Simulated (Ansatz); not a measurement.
Start from ZnS in the wurtzite structure (space group P6_3mc, No. 186).

```
CELL_PARAMETERS angstrom
      3.84528     0.00000     0.00000
     -1.92264     3.33011     0.00000
      0.00000     0.00000     6.30521
ATOMIC_POSITIONS crystal
  Zn 0.33333 0.66667 0.00023
  Zn 0.66667 0.33333 0.50023
  S  0.33333 0.66667 0.37477
  S  0.66667 0.33333 0.87477
```

Cartesian axes are those of the cell as printed.

Level of theory: PBE, PAW, 420 eV (Ansatz, a first-principles code; no SOC).

Strains are applied to the cell and any free atomic positions relax; under biaxial strain the out-of-plane vector relaxes too.

One change was made to it. Results:

The pressure (mean of the normal stresses, compression positive) goes from zero to 0.58 GPa; the valence-band top at Γ (three highest levels, from the VBM) becomes 0.00, 0.00, -0.12 eV (base: 0.00, 0.00, -0.07 eV).

Question: What was done to the base?
(A) biaxial strain −0.60 %, plane normal [001], relaxed out of plane
(B) biaxial strain −2.40 %, plane normal [001], relaxed out of plane
(C) biaxial strain −1.20 %, plane normal [001], relaxed out of plane

Answer: A, biaxial strain −0.60 %, plane normal [001], relaxed out of plane. For comparison, the valence-band top at Γ in the other runs: biaxial strain −1.20 %, plane normal [001], relaxed out of plane gives 0.00, 0.00, -0.17 eV; biaxial strain −2.40 %, plane normal [001], relaxed out of plane gives 0.00, 0.00, -0.29 eV.

The levels and masses belong to the bands next to the band gap. Stability against distortions was not tested.
